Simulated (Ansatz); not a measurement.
**HgSe under a change: biaxial strain +2.50 %, plane normal [001], relaxed out of plane**

Take HgSe in the zinc blende structure (space group F-43m, No. 216; a = 6.133 Å) as the base. Axes: x, y, z lie along the cube axes.

The change: tensile biaxial strain of 2.50 % in the plane normal to [001], as in epitaxy on a mismatched substrate; the out-of-plane cell vector and the atoms relax.

Level of theory: Ansatz (a first-principles code) PBEsol, without spin-orbit coupling. Γ-centred 9×9×9 mesh, Fermi–Dirac width 0.05 eV.

```json
[
 {"quantity": "volume per atom", "base": "28.83 Å³", "changed": "29.12 Å³", "shift": "+0.29 Å³"},
 {"quantity": "space group", "base": "F-43m (No. 216)", "changed": "I-4m2 (No. 119)", "shift": "–"},
 {"quantity": "shortest interatomic distance", "base": "2.656 Å", "changed": "2.667 Å", "shift": "+0.011 Å"},
 {"quantity": "energy relative to the base (free energy F)", "base": "0 meV/atom", "changed": "+4.0 meV/atom", "shift": "+4.0 meV/atom"},
 {"quantity": "pressure (mean of the normal stresses, compression positive)", "base": "0.0 GPa", "changed": "-0.6 GPa", "shift": "-0.6 GPa"},
 {"quantity": "band gap", "base": "zero", "changed": "zero", "shift": "–"},
 {"quantity": "valley order (the lowest conduction-band minima on the path, energy above the VBM, named in the base's zone)", "base": "–", "changed": "a point along [100], about 0.1 Å⁻¹ from Γ 0.02 eV; a point along [1-10], about 0.1 Å⁻¹ from Γ 0.02 eV; L along [1-1-1] 0.94 eV", "shift": "–"},
 {"quantity": "out-of-plane strain (rough)", "base": "–", "changed": "-3.87 %", "shift": "–"}
]
```

Without a gap, meshes like the base's 9×9×9 leave anisotropic stresses uncertain by several tenths of a GPa, and small strain energies with them. With Hg present, leaving out spin-orbit coupling can change the band edges. Stability against distortions was not tested. The final runs are not spin-polarised. Gaps under 0.05 eV, about the width of the smearing, are given as zero. The zero or small gap of HgSe can change with the level of theory.
